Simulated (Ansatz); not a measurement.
A free linear chain of Rh atoms, relaxed period 4.482 Å, atoms relaxed at each strain.

```
strain  energy (meV a period)  axial force (nN)
------  ---------------------  ----------------
-0.015                  +18.7             -0.92
+0.015                  +16.9             +0.78
```

The numbers are results of PBE (plane waves to 420 eV, PAW; Ansatz, a quantum-chemistry and plane-wave program), not measurements. Mesh 1×1×66. Collinear spin, started with parallel moments, and moments remain. It repeats along c; a and b span vacuum. A hypothetical model. Symmetry and one short period hold its shape; lower forms weren't sought. Pairing along the axis, which can open a gap, is among the distortions not tried. Fermi–Dirac width 0.02 eV. Buckling under compression is shut out by symmetry and the short period. Energies are free energies at a Fermi–Dirac width of 0.02 eV, from the unstrained cell.

Question: Work out the axial stiffness dF/dε in two ways.

Answer: From the forces: (+0.78 − (-0.92))/0.030 = 56.7 nN. From the energies: (E₊ + E₋)/(ε² c) = 0.0356 eV/(0.015² × 4.482 Å) = 35.30 eV/Å = 56.6 nN. The two agree to within 1 %.
